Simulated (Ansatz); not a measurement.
**CdSe: isotropic strain −3.00 %**

The reference is CdSe in the wurtzite structure (space group P6_3mc, No. 186; a = 4.383 Å, c = 7.154 Å).

Now apply this change: an isotropic linear strain of −3.00 %; the atoms relax in the strained cell.

Method: PBE, PAW, 420 eV (Ansatz, a program for electronic structure; without spin-orbit coupling). Settings: 9×9×5 k-points, 0.05 eV Fermi–Dirac smearing.

The volume per atom falls by 2.598 Å³, from 29.75 Å³ to 27.16 Å³ and the space group stays P6_3mc (No. 186). The shortest interatomic distance drops by 0.080 Å to 2.602 Å and the energy grows by 38 meV/atom. The band gap increases by 0.20 eV, from 0.54 eV to 0.74 eV and the gap character stays direct at Γ. The mean gap deformation potential ΔEg/Δln V comes out as -2.2 eV and the width of the top valence band increases by 0.27 eV to 1.83 eV. The electron mass comes out as 0.069 mₑ along c, 0.072 mₑ across (at Γ) and the valence-band top at Γ (three highest levels, from the VBM) becomes 0.00, 0.00, -0.06 eV (base: 0.00, 0.00, -0.04 eV).

Final structure:

```yaml
crystal:
  lattice:
    - [4.25131, 0.00000, 0.00000]
    - [-2.12566, 3.68174, 0.00000]
    - [0.00000, 0.00000, 6.93974]
  atoms:
    - { symbol: Cd, position: [0.33333, 0.66667, 0.00025] }
    - { symbol: Cd, position: [0.66667, 0.33333, 0.50025] }
    - { symbol: Se, position: [0.33333, 0.66667, 0.37575] }
    - { symbol: Se, position: [0.66667, 0.33333, 0.87575] }
```

Masses are band curvatures over ±0.01 Å⁻¹ around the edge. Stability against distortions was not tested.
